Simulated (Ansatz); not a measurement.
Here is the system:

```xyz
3
Lattice="3.0101 0.0000 0.0000 1.5051 2.6068 0.0000 1.5051 -0.8689 5.9011" Properties=species:S:1:pos:R:3 pbc="T T T"
Mo     3.0101     0.0000     0.0007
S      3.0101     1.7379     1.5981
S      4.5152     0.8689     4.3017
```

No spin polarisation.

Computed with plane-wave PAW DFT at the PBEsol-D3(BJ) level (Ansatz, an electronic-structure program, 420 eV), without spin-orbit coupling, earlier PAW set. Γ-centred 12×12×12 mesh, Fermi–Dirac width 0.05 eV.

Q: What is the computed band gap?

A: 0.61 eV.

Q: What is the computed smallest direct gap?

A: 1.87 eV.

Q: What hole mass does the calculation give?

A: 0.85 mₑ along k, 0.79 mₑ across (at T).

The cells carry an imposed strain or load. Effective masses come from finite differences of ±0.01 Å⁻¹. Along k means along the line from Γ to the band edge. Stability against distortions was not tested. The cell was made from MoS2 in the 3R-MoS2 type structure (space group R3m, No. 160; layered, stacked along the Cartesian z axis) by this change: biaxial strain −3.39 %, plane normal [001], relaxed out of plane.
